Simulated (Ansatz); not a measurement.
Ansatz (an electronic-structure program) run on NiPt (P4mm, 2 atoms in the cell): self-consistent single point.

Level of theory: PBEsol, default PAW files made with PBE (plane waves; Ansatz).

```xyz
2
Lattice="2.6964 0.0000 0.0000 0.0000 2.6964 0.0000 0.0000 0.0000 3.5604" Properties=species:S:1:pos:R:3 pbc="T T T"
Ni     1.3482     1.3482     1.8302
Pt     0.0000     0.0000     0.0000
```
Moments meant for the start (each program seeds them in its own way; μB, in the order of the atoms Ni Pt): 2.0 1.0.

Reference input (self-consistent single point, DFT, PBEsol, plane waves, default PAW files made with PBE): basis.ecutwfc = 420 eV; kpoints.mp_grid.grid = 12 12 9; hamiltonian.xc = pbesol; hamiltonian.pseudopotentials = {kind: paw} (the program's default PAW files); magnetization.spin_polarized = true; scf.occupations.method = fermi_dirac; scf.occupations.width = 0.1 eV. This run's input differs from it in these lines:

Ansatz 0.2 input:
```diff
@@ -10,3 +10,3 @@
 basis:
-  ecutwfc: 420.0
+  ecutwfc: 145.0
 kpoints:
```

Output (repeated stretches shortened):

```
SCF iter   1: F=—  HF=-18095.050967 eV  |F-HF|=—  |Δ(HF+E_count)|=         —  Δρ=6.58e-1 (↑6.58e-1 ↓3.43e-1)  dr2=1.37e2  dr2_m=7.53e0  M=0.225 μB ∫|m|=0.228 μB  β_m=0.30  ethr=3.10e-3  ⟨swp⟩=4.2  Hψ=22861  notcnv=0
Mixer restart at iter 1: flushing history
all-band conjugate gradients solve this SCF's bands
preconditioner: auto → none
   [... lines left out ...]
SCF iter  12: F=—  HF=-18025.241310 eV  |F-HF|=—  |Δ(HF+E_count)|=   5.67e-8  Δρ=1.08e-6 (↑1.00e-6 ↓1.08e-6)  dr2=9.19e-10  dr2_m=2.93e-12  M=-0.000 μB ∫|m|=0.000 μB  β_m=0.81  ethr=4.17e-10  ⟨swp⟩=2.0  Hψ=9313  notcnv=0  defer=203
SCF iter  13: F=-18025.241310 eV  HF=-18025.241310 eV  |F-HF|=2.62e-10  |Δ(HF+E_count)|=  2.26e-10  Δρ=6.19e-7 (↑5.91e-7 ↓6.19e-7)  dr2=3.16e-10  dr2_m=2.29e-13  M=-0.000 μB ∫|m|=0.000 μB  ethr=2.55e-12  ⟨swp⟩=3.5  Hψ=21408  notcnv=0
SCF 1 converged in 13 iterations: F = -18025.241310 eV  dr2 = 3.16e-10
WARN: the starting moments were not kept: the SCF closed with an absolute magnetisation of 4.4e-7 μB, where they sum to 3 μB in size (2 sites) …
Magnetization: -0.0000 μB (18.0000 up, 18.0000 down)
   [... lines left out ...]
Absolute magnetization: 0.0000 μB (∫|ρ↑−ρ↓|, with the PAW one-centre terms)
Free energy (F): -18025.241310 eV
Fermi energy:    22.308278 eV
   [... lines left out ...]
  atom   2  Pt     0.00000000     0.00000000     4.95174083
--- Stress (GPa, compression-positive) ---
      -79.185625       0.000000       0.000000
        0.000000     -79.185625       0.000000
        0.000000       0.000000     -53.131486
  P = ⅓ Tr σ = -70.5009 GPa (-705.009 kbar)
  The stress holds the Pulay correction. Without it, at fixed plane waves, as pw.x and ABINIT print it: P = -3431.7215 GPa
```

The run converged in 13 iterations. Against the reference run the free energy rises by 81.9 eV/atom, the pressure goes from -1.74 to -70.50 GPa, the largest force goes from 0.503 to 4.952 eV/Å and the size of the net moment goes from 0.43 to 0.00 μB/atom.

The starting cell comes from a database of computed structures (which also holds hypothetical and non-ambient phases and stackings), without a prior relaxation at this level. Its lattice was rescaled by up to half a per cent. One atom was moved a little off its site on purpose. The starting moments vanished: the run ended non-magnetic, which need not be the lowest state. The program warned that a starting moment was not kept. Forces in this geometry exceed 1 eV/Å. Ansatz's pressure includes its estimate of the finite-basis (Pulay) stress. Without the estimate this run gives -3431.72 GPa. The cutoff lies below the one recommended for these files.
